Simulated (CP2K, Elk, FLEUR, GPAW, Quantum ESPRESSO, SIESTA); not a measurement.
# CdSe (F-43m, 2 atoms in the cell) computed with different codes at matched settings

Self-consistent single point, at a second geometry (lattice scaled by 0.98). First geometry:

```
CELL_PARAMETERS angstrom
      0.00000     3.09545     3.09545
      3.09545     0.00000     3.09545
      3.09545     3.09545     0.00000
ATOMIC_POSITIONS crystal
  Cd 0.00000 0.00000 0.00000
  Se 0.75000 0.75000 0.75000
```

Shared settings, as Quantum ESPRESSO writes them: occupations = fixed; K_POINTS = automatic 6 6 6 0 0 0. Potentials and cutoffs stand in the table.

```
code                                                                                                                                model  ΔF from the first geometry (meV/atom)  pressure (GPa)  gap on the mesh (eV)           cutoff
----------------  -----------------------------------------------------------------------------------------------------------------------  -------------------------------------  --------------  --------------------  ---------------
SIESTA            GGA PBE, numerical atomic orbitals TZP, PseudoDojo PBE standard norm-conserving potentials (rewritten from UPF to PSML)                                    2.4            1.79                 0.749      grid 300 Ry
Elk                                                                 PBE, all-electron FP-LAPW, Elk's shipped species files, LAPW+lo basis                                   15.4               –                 0.595       rgkmax 7.5
GPAW                                                                                         PBE, GPAW PAW datasets PBE (gpaw-data 1.0.1)                                   15.4            3.00                 0.616           550 eV
FLEUR                                                                        PBE, all-electron FLAPW (FLEUR), scalar-relativistic valence                                   22.4               –                 0.640  Kmax 4.2 1/bohr
Quantum ESPRESSO                                                                        PBE, SSSP 1.1.2 efficiency (PBE) pseudopotentials                                   18.3            2.70                 0.597            45 Ry
CP2K                                                              PBE, GPW, DZVP-MOLOPT-SR-GTH basis, GTH-PBE potentials (GTH_POTENTIALS)                                   26.2            4.16                 0.628      grid 500 Ry
```

For Quantum ESPRESSO (by 0.6 GPa) the energy change implies a higher mean pressure, against the two pressures, than for the other programs: a sign of finite-basis (Pulay) stress.

A dash marks a value that a program does not give, or that is left out as unsure.

Gaps are read on the mesh.

The spread over the programs that give each value: ΔF from the first geometry within 23.8 meV/atom; pressure within 2.37 GPa; gap on the mesh within 0.154 eV.

SIESTA and CP2K use small atom-centred bases, whose incompleteness enters pressures, forces and empty levels differently from a plane-wave cutoff. Elk and FLEUR treat all electrons, but the usual bases taken here (sphere radii, linearisation, local orbitals, empty states) were not tested for convergence, so the values are no reference for the others. In the pressure, SIESTA (by 1.06) and CP2K (by 1.31) lie more than 1 GPa from the median of the plane-wave programs. In the gap, SIESTA (by 0.143) lies more than 0.12 eV from the median of the plane-wave programs.

The starting cell comes from a database of computed structures (which also holds hypothetical and non-ambient phases and stackings), without a prior relaxation at this level. Its lattice was rescaled by a random factor within 2.5 % of one. For this run, on top of that: lattice scaled by 0.98.
